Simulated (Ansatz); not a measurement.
Consider a 16-atom cell of (Zr,Hf)C started in the rock salt structure, site fractions Zr 0.500, Hf 0.500, short-range order 0.00 in the first shell of the mixed sites (0 is random, a negative value favours unlike neighbours), space group R-3m at the end, an ordered arrangement that its symmetry holds. Its start:

```
CELL_PARAMETERS angstrom
      0.00000     4.68456     4.68456
      4.68448     0.00008     4.68448
      4.68456     4.68456     0.00000
ATOMIC_POSITIONS crystal
  Hf 0.00000 0.00000 0.00000
  Hf 0.00000 0.00000 0.50000
  Zr 0.00000 0.50000 0.00000
  Zr 0.00000 0.50000 0.50000
  Hf 0.50000 0.00000 0.00000
  Hf 0.50000 0.00000 0.50000
  Zr 0.50000 0.50000 0.00000
  Zr 0.50000 0.50000 0.50000
  C  0.25151 0.24548 0.25151
  C  0.25151 0.24548 0.75151
  C  0.24849 0.75452 0.24849
  C  0.24849 0.75452 0.74849
  C  0.75151 0.24548 0.25151
  C  0.75151 0.24548 0.75151
  C  0.74849 0.75452 0.24849
  C  0.74849 0.75452 0.74849
```

The mixing enthalpy is taken against the end members in the rock salt type, relaxed in the same cell and mesh.

The numbers are results of PBE (plane waves to 420 eV, PAW; Ansatz, an electronic-structure program), not measurements. Scalar-relativistic, without spin–orbit coupling. Its k-point mesh 5×5×5, Fermi–Dirac width 0.05 eV.

```
end member  weight  volume per atom (Å³)
----------  ------  --------------------
ZrC          0.500                 13.05
HfC          0.500                 12.58
```

Predict the alloy's volume, bond lengths and mixing enthalpy.


- volume per atom: 12.82 Å³
- C–Hf bonds: 2.330 Å on average, from 2.330 to 2.330 (24)
- C–Zr bonds: 2.350 Å on average, from 2.350 to 2.350 (24)
- mixing enthalpy per site of the mixed sublattice: 3 meV
- departure of the mean lattice parameter from Vegard's line: under 0.15 %, inside the noise of the relaxations
